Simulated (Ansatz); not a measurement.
Output of an Ansatz run (abridged):

```
WARN the atoms were moved onto the symmetric positions of the space group found under crystal.symmetry.tolerance 1.0e-5 (fractional …
WARN ansatz: RAYON_NUM_THREADS=1 ignored (pool sized by the plan → 1); use --threads N
Co: projections on atomic orbitals take those of the free atom [Ne] 3s2 3p6 3d7 4s2, of charge +0.00 (hamiltonian.pseudopotentials.projection_atoms) …
O: projections on atomic orbitals take those of the free atom [He] 2s2 2p4, of charge +0.00 (hamiltonian.pseudopotentials.projection_atoms) …
Pseudopotentials: kind: paw
Pseudopotential: Co, paw, valence charge 17
Pseudopotential: O, paw, valence charge 6
Crystal: 4 atoms, lattice volume = 45.885 Å³
Basis set: ecut = 420.4159175005146 eV, 917 PW (Γ)
Bands: 32, of which v1, the nominal top of the filled ones, is band 23 counted from 1 (22 counted from 0)
Symmetry: 6 space group operations
Space group: P3m1 (ITA 156), of the structure as read, at distance tolerance 3.6e-5 Å
Magnetic group: BNS 156.49 (UNI 1279), of the structure as read, at distance tolerance 3.6e-5 Å
k-points: 50 of 405 (time reversal used)
PAW frozen core: Co, regenerated for the run's functional, and the local potential with it
PAW frozen core: O, regenerated for the run's functional, and the local potential with it
Initial density: superposition of atomic densities (chi_scale 0.1, normalization cell, long waves kept (reshape's long-wave potential 0.00 eV rms))
Starting moments: Σ|m| = 6 μB on 2 of 4 sites
Initial wavefunctions: pseudopotential atomic-orbital guess
Eigensolver: davidson
Functional: x = slater, c = lda
SCF iter   1: F=—  HF=-11232.419185 eV  |F-HF|=—  |Δ(HF+E_count)|=         —  Δρ=2.78e-1 (↑7.12e-2 ↓2.78e-1)  dr2=4.17e1  dr2_m=5.50e0  M=3.838 μB ∫|m|=3.838 μB  β_m=0.30  ethr=3.10e-3  ⟨swp⟩=5.1  Hψ=12125  notcnv=0
all-band conjugate gradients solve this SCF's bands
preconditioner: auto → Kerker (q_TF=auto, 2.729 Å⁻¹)
spin=Collinear: Kerker preconditioning applied to the charge; magnetization (m = ρ↑ − ρ↓) channel mixes plain (no charge-response kernel on spin).
SCF iter   2: F=—  HF=-11229.160165 eV  |F-HF|=—  |Δ(HF+E_count)|=    3.26e0  Δρ=7.50e-2 (↑4.87e-2 ↓7.50e-2)  dr2=1.94e0  dr2_m=7.19e-1  M=6.000 μB ∫|m|=6.000 μB  β_m=1.00  ethr=3.10e-3  ⟨swp⟩=3.0  Hψ=7455  notcnv=0  defer=314
SCF iter   3: F=—  HF=-11229.102983 eV  |F-HF|=—  |Δ(HF+E_count)|=   5.72e-2  Δρ=3.17e-2 (↑2.95e-2 ↓3.17e-2)  dr2=7.89e-1  dr2_m=3.99e-2  M=6.000 μB ∫|m|=6.001 μB  β_m=0.30  ethr=3.10e-3  ⟨swp⟩=2.3  Hψ=5329  notcnv=0  defer=352
   [... lines left out ...]
SCF iter  12: F=—  HF=-11230.617083 eV  |F-HF|=—  |Δ(HF+E_count)|=   1.18e-5  Δρ=1.14e-4 (↑2.46e-5 ↓1.14e-4)  dr2=2.20e-6  dr2_m=1.26e-6  M=6.000 μB ∫|m|=6.005 μB  β_m=0.93  ethr=5.08e-8  ⟨swp⟩=2.4  Hψ=4779  notcnv=0  defer=350
SCF iter  13: F=—  HF=-11230.617088 eV  |F-HF|=—  |Δ(HF+E_count)|=   4.89e-6  Δρ=2.43e-5 (↑1.25e-5 ↓2.43e-5)  dr2=2.15e-7  dr2_m=5.31e-8  M=6.000 μB ∫|m|=6.005 μB  β_m=0.96  ethr=4.79e-9  ⟨swp⟩=2.1  Hψ=4724  notcnv=0  defer=350
SCF iter  14: F=—  HF=-11230.617089 eV  |F-HF|=—  |Δ(HF+E_count)|=   2.04e-7  Δρ=1.40e-5 (↑7.99e-6 ↓1.40e-5)  dr2=1.04e-7  dr2_m=1.23e-8  M=6.000 μB ∫|m|=6.005 μB  β_m=0.98  ethr=2.17e-10  ⟨swp⟩=9.9  Hψ=14287  notcnv=0
SCF iter  15: F=-11230.617089 eV  HF=-11230.617089 eV  |F-HF|=5.02e-8  |Δ(HF+E_count)|=   2.86e-8  Δρ=9.36e-6 (↑6.64e-6 ↓9.36e-6)  dr2=7.06e-8  dr2_m=3.60e-9  M=6.000 μB ∫|m|=6.005 μB  ethr=2.17e-10  ⟨swp⟩=4.0  Hψ=9220  notcnv=0
SCF 1 converged in 15 iterations: F = -11230.617089 eV  dr2 = 7.06e-8
Crystal: 4 atoms, lattice volume = 45.885 Å³
Symmetry: 3 space group operations
k-points: 73 of 405 (time reversal used)
Initial density: read from a saved state, or passed on in memory by an earlier SCF of this step, an earlier step, the calling program or the single point that …
Starting moments: Σ|m| = 6 μB on 2 of 4 sites; this step starts from the density that it was given
Initial wavefunctions: those read from a saved state, or passed on in memory by an earlier step or the calling program
iter 1 solved again at ethr=1.54e-10 eV; its pass at ethr=2.17e-6 eV (dr2=7.06e-8 eV) is discarded
SCF iter   1: F=—  HF=-11230.617089 eV  |F-HF|=—  |Δ(HF+E_count)|=         —  Δρ=9.36e-6 (↑6.64e-6 ↓9.36e-6)  dr2=7.06e-8  dr2_m=3.60e-9  M=6.000 μB ∫|m|=6.005 μB  ethr=1.54e-10  ⟨swp⟩=1.0  Hψ=21760  notcnv=0
preconditioner: auto → Resta (q_TF=auto, 2.729 Å⁻¹)
spin=Collinear: Resta preconditioning applied to the charge; magnetization (m = ρ↑ − ρ↓) channel mixes plain (no charge-response kernel on spin).
SCF iter   2: F=—  HF=-11230.605331 eV  |F-HF|=—  |Δ(HF+E_count)|=   1.18e-2  Δρ=2.22e-3 (↑9.06e-4 ↓2.22e-3)  dr2=2.30e-3  dr2_m=2.64e-4  M=6.000 μB ∫|m|=6.004 μB  ethr=2.17e-6  ⟨swp⟩=1.0  Hψ=19063  notcnv=0
SCF iter   3: F=—  HF=-11230.616839 eV  |F-HF|=—  |Δ(HF+E_count)|=   1.15e-2  Δρ=4.77e-4 (↑4.77e-4 ↓4.07e-4)  dr2=1.63e-4  dr2_m=1.08e-5  M=6.000 μB ∫|m|=6.005 μB  ethr=2.17e-6  ⟨swp⟩=1.0  Hψ=12435  notcnv=0
SCF iter   4: F=—  HF=-11230.617081 eV  |F-HF|=—  |Δ(HF+E_count)|=   2.42e-4  Δρ=6.13e-5 (↑3.92e-5 ↓6.13e-5)  dr2=1.66e-6  dr2_m=1.80e-7  M=6.000 μB ∫|m|=6.005 μB  ethr=5.76e-7  ⟨swp⟩=1.0  Hψ=9936  notcnv=0
an SCF along what the orbitals of the run's state read of its open shells (or to have them read …
   [... lines left out ...]
WARN: an SCF from antiferromagnetic starting moments (-3.00, 3.00, 0.00, 0.00 Bohr magnetons, atom by atom) was not made, by what the run has read of turns of …
Absolute magnetization: 6.0024 μB (∫|ρ↑−ρ↓|, with the PAW one-centre terms)
Free energy (F): -11230.617089 eV
Fermi energy:    10.567929 eV
   [... lines left out ...]
       -2.084449      -0.000000       0.000000
       -0.000000      -2.084449       0.000000
        0.000000       0.000000       0.542297
  P = ⅓ Tr σ = -1.2089 GPa (-12.089 kbar)
  The stress holds the Pulay correction. Without it, at fixed plane waves, as pw.x and ABINIT print it: P = -2.0718 GPa
--- Band table (eV; the first three rows and the last of 100) ---
  k-point 0 ↑: bands = ["-85.2723", "-85.2711", "-49.0080", "-48.9863", "-48.9224", "-48.9224", "-48.9189", "-48.9189", "-8.7914", "-8.1453", "3.5527", "3.6117", "3.7236", "3.7236", "4.1580", "4.1580", "6.4635", "6.5186", "6.5186", "6.8044", [...]
  k-point 1 ↑: bands = ["-85.2721", "-85.2711", "-49.0060", "-48.9883", "-48.9221", "-48.9221", "-48.9192", "-48.9192", "-8.7290", "-8.2059", "3.4513", "3.4607", "3.7522", "3.7522", "4.1007", "4.1007", "6.5632", "6.5632", "6.8021", "6.8021", [...]
  k-point 2 ↑: bands = ["-85.2718", "-85.2713", "-49.0006", "-48.9938", "-48.9213", "-48.9213", "-48.9200", "-48.9200", "-8.5659", "-8.3658", "3.2689", "3.2973", "3.8381", "3.8381", "3.9694", "3.9694", "6.6672", "6.6672", "6.7630", "6.7630", [...]
  k-point 49 ↓: bands = ["-82.3099", "-82.3098", "-46.0914", "-46.0911", "-46.0716", "-46.0708", "-46.0705", "-46.0695", "-7.3900", "-7.3865", "4.6794", "4.6798", "5.0150", "5.0285", "6.5769", "6.5778", "9.2373", "9.2578", "9.2585", "9.4369", [...]
Occupation matrices written to occupation_matrices
```

The structure:

```
CELL_PARAMETERS angstrom
      3.18806     0.00000     0.00000
     -1.59403     2.76094     0.00000
      0.00000     0.00000     5.21302
ATOMIC_POSITIONS crystal
  Co 0.00000 0.00000 0.00347
  Co 0.33333 0.66667 0.50336
  O  0.00000 0.00000 0.37161
  O  0.33333 0.66667 0.87156
```
Moments meant for the start (each program seeds them in its own way; μB, in the order of the atoms Co Co O O): 3.0 3.0 0.0 0.0.

Task: Write an input that gives this output.

Result: Other spellings and defaults could give the same log, and not every line can be read from it. The input that was run (DFT, LDA (PW92)+U, plane waves, default PAW files made with PBE):

Ansatz 0.2 input:
```yaml
crystal:
  lattice:
    - [3.188057, 0.000000, 0.000000]
    - [-1.594029, 2.760938, 0.000000]
    - [0.000000, 0.000000, 5.213024]
  atoms:
    - { symbol: Co, position: [0.000000, 0.000000, 0.003470], spin: 3.0 }
    - { symbol: Co, position: [0.333333, 0.666667, 0.503360], spin: 3.0 }
    - { symbol: O, position: [0.000000, 0.000000, 0.371610] }
    - { symbol: O, position: [0.333333, 0.666667, 0.871560] }
basis:
  ecutwfc: 30.9 Ry
kpoints:
  mp_grid:
    grid: [9, 9, 5]
hamiltonian:
  xc: lda
  pseudopotentials:
    kind: paw
  hubbard:
    sites:
      - { species: Co, l: d, u_eff: 3.32 }
magnetization:
  spin_polarized: true
scf:
  occupations:
    method: fermi_dirac
    width: 0.0015 Ry
output:
  forces: true
  eigenvalues: true
  stress: true
```

The starting cell comes from a database of computed structures (which also holds hypothetical and non-ambient phases and stackings), without a prior relaxation at this level. Its lattice was rescaled by up to half a per cent. The magnetic order is the one reached from the typed start; others were not searched systematically. With U or open f shells several self-consistent states can exist. The program warned that, by what it read of turns of the moments, another magnetic order lies lower. Ansatz's pressure includes its estimate of the finite-basis (Pulay) stress. Without the estimate this run gives -2.07 GPa.

Ansatz is a program for electronic structure.
